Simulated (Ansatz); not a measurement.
**CsHS (space group I4/m, No. 87; a cell from a computed database, its experimental status unchecked)**

Space group I4/m (No. 87); a = 8.4018 Å, b = 8.4018 Å, c = 9.2997 Å, α = 90.00°, β = 90.00°, γ = 90.00°

```
atom  site  symmetry       x       y       z
----  ----  --------  ------  ------  ------
Cs      4d      -4..  0.0000  0.5000  0.2500
Cs      4e       4..  0.0000  0.0000  0.2699
H       8h       m..  0.2385  0.0887  0.0000
S       8h       m..  0.2364  0.2512  0.0000
```
(The calculation used a cell of 12 atoms; values per cell refer to that cell.)

Method: PBE (Ansatz, an electronic-structure program), no spin-orbit coupling. k-mesh 5×5×5 (Γ-centred); smearing 0.05 eV (Fermi–Dirac).

| Property | Result |
|---|---|
| Volume per atom | 27.35 Å³ |
| Density | 3.36 g/cm³ |
| Band gap | 3.44 eV, direct at Γ |
| Hole mass | 0.63 mₑ along c, 2.5 mₑ across |
| Lowest conduction-band minima above the VBM | Γ 3.44 eV |
| Total energy | -2197.020 eV/atom (σ→0; compares only within this code and set-up) |

Effective masses come from finite differences of ±0.01 Å⁻¹. Stability against distortions was not tested.
